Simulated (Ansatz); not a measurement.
The parent structure is MgSnO₃ in the cubic perovskite structure (space group Pm-3m, No. 221; a = 3.9869 Å; a hypothetical phase, not in the database extracts checked).

The change: hydrostatic tension (pressure −1 GPa).

Levels (all Ansatz, a program for electronic structure, PAW): PBEsol (420 eV, no spin-orbit coupling); PBEsol+SOC (420 eV, with spin-orbit coupling).

The geometry is relaxed with PBEsol.

| Quantity | Value |
|---|---|
| PBEsol electron mass | 0.22 mₑ (at Γ) |
| PBEsol band gap | 0.94 eV |

With PBEsol+SOC at the same geometry, the electron mass stays 0.22 mₑ (at Γ); the hole mass (degenerate bands, along [100]) is 0.82, 2.3 mₑ (at R); the band gap stays essentially unchanged (0.94 eV against 0.93 eV).

Single points use the geometry relaxed with PBEsol. The spin-orbit shifts are approximate. Load acts through the strain it causes; cell and atoms are relaxed under it. Masses are band curvatures over ±0.01 Å⁻¹ around the edge. Whether these cells are dynamically stable was not tested. Many cubic perovskites are stable only at high temperature; tilts and polar distortions were not tested.
